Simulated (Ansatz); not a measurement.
The parent structure is HgTe in the zinc blende structure (space group F-43m, No. 216; a = 6.510 Å). Axes: x, y, z lie along the cube axes.

Method: PBEsol (Ansatz, a first-principles code), no spin-orbit coupling.

Before the change:

The pressure is 0.0 GPa and the shortest interatomic distance is 2.819 Å.

The change: biaxial strain −3.00 %, plane normal [001], relaxed out of plane (Cartesian); in-plane vectors clamped, the third vector and the atoms free.

Problem. Predict the new energy relative to the base, pressure and shortest interatomic distance.

Solution. The energy rises by 7.8 meV/atom; the pressure (mean of the normal stresses, compression positive) goes from zero to 0.8 GPa; the shortest interatomic distance falls by 0.016 Å, from 2.819 Å to 2.803 Å.

The mesh was chosen for an insulator and is coarse for the gapless case. Whether these cells are dynamically stable was not tested. The final runs are not spin-polarised.
